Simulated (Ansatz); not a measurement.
V in the bcc (W type) structure (space group Im-3m, No. 229)

```xyz
1
Lattice="-1.4987 1.4987 1.4987 1.4987 -1.4987 1.4987 1.4987 1.4987 -1.4987" Properties=species:S:1:pos:R:3 pbc="T T T"
V      0.0000     0.0000     0.0000
```

Method: plane-wave PAW DFT at the PBE level (Ansatz, a quantum-chemistry and plane-wave program, 420 eV), no SOC, earlier PAW set. Settings: 22×22×22 k-points, 0.05 eV Fermi–Dirac smearing.

| Property | Result |
|---|---|
| Volume per atom | 13.46 Å³ |
| Density | 6.28 g/cm³ |
| Band gap | zero |
| Total energy | -2912.412 eV/atom (σ→0; compares only within this code and set-up) |

Stability against distortions was not tested. Starting moments died away, wholly or in part, for the base; another magnetic solution may exist. All final runs are without spin polarisation.
